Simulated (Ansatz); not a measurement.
Structures of equal composition on the (0001) surface of hcp Ru: (√3x√3)R30°, one Ru adatom; one added row of Ru in 3. The slabs share one bottom face, and each structure is named by its start. These are constructed structures in small cells; real faces may alloy, dewet or reconstruct in larger ones, and not all known structures of the face are among them. Slabs of about 11 Å, Fermi-Dirac smearing of 0.1 eV. Bottom of the slabs: a bare face, its two planes held. Relaxed from the named starts with such symmetry as they have, on meshes of like density; energies extrapolated to zero smearing; spin only where a row says so; no spin-orbit coupling, no U. Brackets mark spin-polarised runs, whose order is one that fits the cell. The cells differ, so small differences also carry the error of unlike k-meshes.

All values below come from PBE (plane waves to 420 eV, PAW; Ansatz, a first-principles code).

Put the candidates in order of energy per 1x1 cell, lowest first, for PBE.

one added row of Ru in 3 (0.00 eV), (√3x√3)R30°, one Ru adatom (0.22 eV (3 Ru–Ru bonds formed))
